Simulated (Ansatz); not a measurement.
**Pressure series in SiC**

Consider SiC (space group P6_3mc, No. 186; a = 3.078 Å, c = 10.077 Å).

Cell and atoms are relaxed at each pressure.

All numbers come from r2SCAN (Ansatz, a quantum-chemistry and plane-wave program; PAW; 500 eV plane waves; without spin-orbit coupling), earlier PAW set.

```csv
P (GPa),V (Å³/atom)
-2.00,10.426
-1.00,10.379
0.90,10.293
2.10,10.240
4.50,10.139
9.00,9.961
15.00,9.744
22.50,9.501
30.00,9.283
```

A third-order Birch–Murnaghan fit to these points gives V₀ = 10.33 Å³/atom, B₀ = 228 GPa and B₀′ = 3.8. At pressure 30 GPa the volume is 89.8 % of V₀.

Between the base and pressure 22.5 GPa the gap moves from 2.60 eV to 2.63 eV, a mean slope of 1.5 meV/GPa.

Load acts through the strain it causes; cell and atoms are relaxed under it. Stability against distortions was not tested. Competing high-pressure phases were not computed.
